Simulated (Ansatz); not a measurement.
The parent structure is AlAs in the wurtzite structure (space group P6_3mc, No. 186; a = 4.003 Å, c = 6.581 Å; a model cell, its experimental status unchecked).

One thing is altered: a fraction x = 0.75 of the Al sites is given to Ga, ordered in a cell of 8 atoms (starting symmetry Cm) and fully relaxed.

The other end (x = 1) is GaAs in the wurtzite structure (space group P6_3mc, No. 186; a model cell, its experimental status unchecked): 22.64 Å³/atom, gap 0.43 eV; this end may not be an ambient phase.

Levels (all Ansatz, an electronic-structure program, PAW): PBEsol (420 eV, scalar-relativistic without spin-orbit coupling); PBEsol+SOC (420 eV, spin-orbit coupling included).

The geometry is relaxed with PBEsol.

```
Property                                     Result
----------------------------  ---------------------
PBEsol band gap                             0.61 eV
PBEsol pressure                            0.0 kbar
PBEsol gap character                    direct at Γ
PBEsol valence-band top at Γ  0.00, -0.01, -0.19 eV
```

### Question
What does PBEsol+SOC give at this geometry for the band gap, pressure, gap character and valence-band top at Γ?

### Answer
The band gap decreases by 0.10 eV to 0.51 eV; the pressure stays essentially unchanged (0.0 kbar against -0.1 kbar); the gap character (in this cell's own zone, which can be folded) remains direct at Γ; the valence-band top at Γ (three highest Kramers pairs, from the VBM) goes from 0.00, -0.01, -0.19 eV to 0.00, -0.10, -0.42 eV.

Single points use the geometry relaxed with PBEsol. The spin-orbit shifts are approximate. Each cell is one ordered arrangement of few atoms, which overstates ordering effects compared with a random alloy. Whether these cells are dynamically stable was not tested. This is not the structure that AlAs has at room temperature and ambient pressure. This is not the structure that GaAs has at room temperature and ambient pressure. k-point labels follow each cell's own Brillouin zone.
